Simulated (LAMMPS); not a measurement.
Consider Cu (fcc), 4000 atoms, at 300 K and 0 GPa, heated as the crystal in molecular dynamics.

All values are model results, not measurements: classical MD, pair style eam/alloy, file Cu_mishin1.eam.alloy; code LAMMPS.

The state found comes out as crystal; no diffusion seen in 30 ps, the density is 8.8106 ± 0.0001 g/cm³ and the volume per atom is 11.9766 ± 0.0001 Å³. The enthalpy per atom is -3.4618 ± 0.0001 eV. The first peak of g(r) is 2.56 Å, height 7.7 and the coordination number comes out as 12.0 (counted to 3.10 Å). The most common Cu-Cu-Cu angle comes out as in the 3° bin centred on 58.5° (mean of all 98°). The mean frequency of the velocity spectrum comes out as 5.0 THz and the cost comes out as very roughly 4 core-minutes.

Potential: file Cu_mishin1.eam.alloy of the LAMMPS distribution; its header cites Mishin, Phys Rev B, 63, 224106 (2001).

States go by the mean squared displacement: a species diffuses where it passes 1.5 Å², still rises and gives D over 1e-6 cm²/s; a crystal has left its structure where atoms lie 0.35 Å off their sites on average or a cubic box changes its shape by 3 %.

The ± values are statistical; the model's systematic error is not in them.

| angle (°) | probability per degree, Cu-Cu-Cu |
|---|---|
| 49.50 | 0.0000 |
| 52.50 | 0.0010 |
| 55.50 | 0.0141 |
| 58.50 | 0.0471 |
| 61.50 | 0.0433 |
| 64.50 | 0.0139 |
| 67.50 | 0.0017 |
| 70.50 | 0.0001 |
| 73.50 | 0.0000 |
| 76.50 | 0.0000 |
| 79.50 | 0.0002 |
| 82.50 | 0.0021 |
| 85.50 | 0.0093 |
| 88.50 | 0.0193 |
| 91.50 | 0.0187 |
| 94.50 | 0.0088 |
| 97.50 | 0.0020 |
| 100.5 | 0.0003 |
| 103.5 | 0.0000 |
| 106.5 | 0.0000 |
| 109.5 | 0.0006 |
| 112.5 | 0.0052 |
| 115.5 | 0.0195 |
| 118.5 | 0.0370 |
| 121.5 | 0.0356 |
| 124.5 | 0.0176 |
| 127.5 | 0.0049 |
| 130.5 | 0.0007 |
| 133.5 | 0.0001 |
| 136.5 | 0.0000 |
| 139.5 | 0.0000 |
| 142.5 | 0.0000 |
| 145.5 | 0.0000 |
| 148.5 | 0.0000 |
| 151.5 | 0.0000 |
| 154.5 | 0.0000 |
| 157.5 | 0.0000 |
| 160.5 | 0.0000 |
| 163.5 | 0.0000 |
| 166.5 | 0.0003 |
| 169.5 | 0.0020 |
| 172.5 | 0.0071 |
| 175.5 | 0.0132 |
| 178.5 | 0.0077 |

| r (Å) | g(r) |
|---|---|
| 2.220 | 0.000 |
| 2.260 | 0.003 |
| 2.300 | 0.031 |
| 2.340 | 0.186 |
| 2.380 | 0.733 |
| 2.420 | 2.03 |
| 2.460 | 4.13 |
| 2.500 | 6.33 |
| 2.540 | 7.73 |
| 2.580 | 7.51 |
| 2.620 | 6.12 |
| 2.660 | 4.13 |
| 2.700 | 2.40 |
| 2.740 | 1.21 |
| 2.780 | 0.528 |
| 2.820 | 0.205 |
| 2.860 | 0.064 |
| 2.900 | 0.021 |
| 2.940 | 0.006 |
| 2.980 | 0.001 |
| 3.020 | 0.001 |
| 3.060 | 0.000 |
| 3.100 | 0.000 |
| 3.140 | 0.000 |
| 3.180 | 0.000 |
| 3.220 | 0.003 |
| 3.260 | 0.005 |
| 3.300 | 0.020 |
| 3.340 | 0.056 |
| 3.380 | 0.125 |
| 3.420 | 0.263 |
| 3.460 | 0.471 |
| 3.500 | 0.809 |
| 3.540 | 1.14 |
| 3.580 | 1.41 |
| 3.620 | 1.57 |
| 3.660 | 1.52 |
| 3.700 | 1.28 |
| 3.740 | 0.943 |
| 3.780 | 0.608 |
| 3.820 | 0.346 |
| 3.860 | 0.171 |
| 3.900 | 0.073 |
| 3.940 | 0.028 |
| 3.980 | 0.010 |
| 4.020 | 0.003 |
| 4.060 | 0.004 |
| 4.100 | 0.017 |
| 4.140 | 0.055 |
| 4.180 | 0.166 |
| 4.220 | 0.416 |
| 4.260 | 0.883 |
| 4.300 | 1.68 |
| 4.340 | 2.67 |
| 4.380 | 3.64 |
| 4.420 | 4.32 |
| 4.460 | 4.38 |
| 4.500 | 3.85 |
| 4.540 | 2.91 |
| 4.580 | 1.92 |
| 4.620 | 1.09 |
| 4.660 | 0.544 |
| 4.700 | 0.239 |
| 4.740 | 0.094 |
| 4.780 | 0.033 |
| 4.820 | 0.022 |
| 4.860 | 0.048 |
| 4.900 | 0.125 |
| 4.940 | 0.288 |
| 4.980 | 0.560 |
| 5.020 | 0.935 |
| 5.060 | 1.31 |
| 5.100 | 1.58 |
| 5.140 | 1.66 |
| 5.180 | 1.49 |
| 5.220 | 1.16 |
| 5.260 | 0.795 |
| 5.300 | 0.463 |
| 5.340 | 0.244 |
| 5.380 | 0.124 |
| 5.420 | 0.086 |
| 5.460 | 0.121 |
| 5.500 | 0.254 |
| 5.540 | 0.499 |
| 5.580 | 0.885 |
| 5.620 | 1.39 |
| 5.660 | 1.91 |
| 5.700 | 2.31 |
| 5.740 | 2.48 |
| 5.780 | 2.33 |
| 5.820 | 1.92 |
| 5.860 | 1.41 |
| 5.900 | 0.890 |
| 5.940 | 0.510 |
| 5.980 | 0.256 |
| 6.020 | 0.138 |
| 6.060 | 0.114 |
| 6.100 | 0.166 |
| 6.140 | 0.277 |
| 6.180 | 0.433 |
| 6.220 | 0.586 |
| 6.260 | 0.696 |
